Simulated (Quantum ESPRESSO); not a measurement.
## Equation of state of rock-salt SnTe (space group 225): energy against volume (Quantum ESPRESSO, LDA)

```
SnTe
1.0
    0.00000     3.03710     3.03710
    3.03710     0.00000     3.03710
    3.03710     3.03710     0.00000
Sn Te
1 1
Direct
  0.00000   0.00000   0.00000
  0.50000   0.50000   0.50000
```

Computed with LDA (PZ), GBRV 1.5 ultrasoft (LDA) pseudopotentials (plane waves; Quantum ESPRESSO). Settings: ecutwfc = 52 Ry; ecutrho = 260 Ry; occupations = smearing; smearing = fermi-dirac; degauss = 0.000734986 Ry; potentials = {Sn: sn_lda_v1.4.uspp.F.UPF, Te: te_lda_v1.uspp.F.UPF}; K_POINTS = automatic 9 9 9 0 0 0; conv_thr = 1e-10 Ry; mixing_beta = 0.5. The cell above is the first row's. The rows scale it uniformly. In all rows fractional positions and the k mesh are held. E is the free energy at the stated smearing, counted from the lowest row.

```csv
V (Å^3/atom),E (meV/atom)
28.014,29.37
28.623,14.64
29.232,5.26
29.841,0.51
30.450,0.00
31.059,3.30
31.668,9.75
32.277,19.33
32.886,?
```

### Question
Fit E against V with the third-order Birch-Murnaghan form, a cubic in V^(-2/3), and predict the withheld value at V = 32.886.

### Answer
With u = V^(-2/3) - 0.1034, the rows have u = 0.0050135, 0.0034702, 0.0019807, 0.0005420, -0.0008486, -0.0021935, -0.0034952, -0.0047559. Least squares gives E = -0.139 + 678.1·u + 1020197·u² + 3673174·u³. Residuals (row less fit): 0.004, -0.013, 0.025, -0.019, -0.018, 0.057, -0.047, 0.014; standard error 0.042 (degrees of freedom: 4). Its minimum lies at u = -0.0003329, so V0 = (0.1030671)^(-3/2) = 30.22. There d²E/du² = 2033000 and d³E/du³ = 2.204e7, so B0 = (4/9) × 30.22^(-7/3) × 2033000 × 0.160218 = 50.9 GPa (the last factor turns the table's units into GPa), and B0' = 4 + (2/3) × 0.1030671 × (2.204e7)/2033000 = 4.7. The program's pressures in the fitted runs (not shown) pass through zero at V = 29.70, 1.71 % from this V0. At the withheld row, u = -0.0059775, so E = -0.139 + 678.1 × (-0.0059775) + 1020197 × (-0.0059775)² + 3673174 × (-0.0059775)³ = 31.475 meV/atom. The calculation gives 31.65 meV/atom, 0.175 meV/atom above the prediction (0.6 % of the range of E in the table). The row lies outside the fitted rows, so this is an extrapolation. From the scatter of the fitted rows alone, a prediction at this place has a standard error of 0.102 meV/atom, so the miss is 1.7 times that.

Carrying the step between the two nearest rows on in a straight line would have given 28.91, off by 2.74; series whose last step already gives the withheld value aren't shown. The scan was laid around a cell of about the measured size, scaled by a guess for this functional. This is the room-temperature phase, which distorts on cooling and is held here by symmetry. The runs keep the symmetry of the cell, so they don't test it for distortions. Spin-orbit coupling is off. Cutoffs and mesh are single choices, not tested for convergence of this quantity. Series with a scatter that would blur these digits, or in which a gap closes, are not shown. Nor are scans whose minimum lies at an end fitted in this form.
